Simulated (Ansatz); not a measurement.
Checking a run of Ansatz (a first-principles code) on Cs₂LaCuI₆ (Fm-3m, 10 atoms in the cell). The aim is a self-consistent single point with DFT, PBE, plane waves, default PAW files.

Cell that was meant: a = 8.6039 Å, b = 8.6039 Å, c = 8.6039 Å, α = 60.00°, β = 60.00°, γ = 60.00°.

Part of the input:

Ansatz 0.2 input:
```yaml
    - { symbol: I, position: [0.74910000, 0.25090000, 0.74910000] }
    - { symbol: I, position: [0.25090000, 0.25090000, 0.74910000] }
    - { symbol: I, position: [0.74910000, 0.74910000, 0.25090000] }
basis:
  ecutrho_ratio: 2
kpoints:
  mp_grid:
    grid: [3, 3, 3]
```

Output, abridged:

```
WARN basis.ecutwfc = 420 eV, the default
WARN basis.ecutrho_ratio = 2 (ecutrho = 840 eV) is below the records' recommended cutoff
   [... lines left out ...]
Symmetry: 48 space group operations
Space group: Fm-3m (ITA 225), of the structure as read, at distance tolerance 7.7e-5 Å
k-points: 4 of 27
Initial density: superposition of atomic densities (neutral atoms: chi_scale 0, normalization atom), corrected by the library's trained network
Initial wavefunctions: pseudopotential atomic-orbital guess
Eigensolver: davidson
Functional: x = pbe(κ = 0.804, μ = 0.2195149727645171), c = pbe(β = 0.06672455060314922)
SCF iter   1: F=—  HF=-69306.245445 eV  |F-HF|=—  |Δ(HF+E_count)|=         —  Δρ=1.74e-3  dr2=2.30e-2  ethr=1.77e-3  ⟨swp⟩=8.8  Hψ=1519  notcnv=0
all-band conjugate gradients solve this SCF's bands
preconditioner: auto → Resta (q_TF=auto, 2.271 Å⁻¹)
SCF iter   2: F=—  HF=-69306.244128 eV  |F-HF|=—  |Δ(HF+E_count)|=   1.32e-3  Δρ=1.71e-3  dr2=7.51e-3  ethr=1.53e-5  ⟨swp⟩=2.8  Hψ=752  notcnv=0  defer=8
   [... lines left out ...]
SCF iter   6: F=—  HF=-69306.241928 eV  |F-HF|=—  |Δ(HF+E_count)|=   2.71e-4  Δρ=2.34e-5  dr2=3.59e-6  ethr=1.86e-8  ⟨swp⟩=2.0  Hψ=457  notcnv=0  defer=10
SCF iter   7: F=—  HF=-69306.241930 eV  |F-HF|=—  |Δ(HF+E_count)|=   1.66e-6  Δρ=8.72e-6  dr2=4.68e-7  ethr=2.40e-9  ⟨swp⟩=2.0  Hψ=630  notcnv=0  defer=10
SCF iter   8: F=-69306.241931 eV  HF=-69306.241931 eV  |F-HF|=3.10e-8  |Δ(HF+E_count)|=   6.03e-7  Δρ=3.33e-6  dr2=6.82e-8  ethr=6.67e-11  ⟨swp⟩=13.0  Hψ=1952  notcnv=0
SCF 1 converged in 8 iterations: F = -69306.241931 eV  dr2 = 6.82e-8
Free energy (F): -69306.241931 eV
Internal energy: -69306.241931 eV  (E = F + TS)
E sigma→0 (E₀):  -69306.241931 eV
Fermi energy:    5.883392 eV
--- Forces (eV/Å), atoms counted from 1 ---
  atom   1  Cs     0.00000000    -0.00000000    -0.00000000
  atom   2  Cs    -0.00000000     0.00000000     0.00000000
  atom   3  Cu     0.00000000    -0.00000000    -0.00000000
  atom   4  La     0.00000000    -0.00000000    -0.00000000
  atom   5  I      0.87701423     0.00000000     0.00000000
  atom   6  I     -0.87701423     0.00000000    -0.00000000
  atom   7  I      0.00000000     0.87701423    -0.00000000
  atom   8  I     -0.00000000    -0.87701423    -0.00000000
   [... lines left out ...]
  P = ⅓ Tr σ = 0.7826 GPa (7.826 kbar)
  The stress holds the Pulay correction, which leaves out the density cutoff's part. Without it, at fixed plane waves, as pw.x and ABINIT print it …
settings of this run that can trade accuracy for cost: basis.ecutrho_ratio < 4. Do not mix this run's numbers with those of runs without the same settings …
```

Can these results be used? Check the input.

The results are close to the sound ones and would serve for rough work. The doubtful point is a density cutoff or grid that is too coarse. The charge density holds wave vectors up to twice those of the orbitals (four times the energy cutoff), and augmentation charges need more still. The run converged in 8 iterations without an error; against the sound input the free energy goes down by 2.8 meV/atom, the pressure moves little (0.74 to 0.78 GPa), the largest force stays at 0.877 eV/Å and the gap on the mesh stays at 2.080 eV. The full log also holds (shortened here): “WARN basis.ecutrho_ratio = 2 (ecutrho = 840 eV) is below the records' recommended cutoff”. At a fixed set of plane waves, without the program's Pulay estimate, the pressure is 0.77 GPa against 0.73 GPa.

An input that runs soundly differs in these lines (not the only fix; some lines may just follow from the change or write a value another way):
```diff
-basis:
-  ecutrho_ratio: 2
```

With that input, the run converged in 8 iterations: free energy E − TS (on the zero of these files) -69306.2140 eV; top of the valence band (on the code's own zero) 4.84 eV; gap on the k-point mesh 2.08 eV; pressure 0.74 GPa; largest force (vector length) 0.877 eV/Å (DFT, PBE, plane waves, default PAW files).

On the sound input: the starting cell was generated: these elements placed on a structure prototype, without a prior relaxation; it need not be a known phase or ordering of this composition. Its lattice was rescaled by a random factor within 2.5 % of one. Spin-orbit coupling is off. Ansatz's pressure includes its estimate of the finite-basis (Pulay) stress.
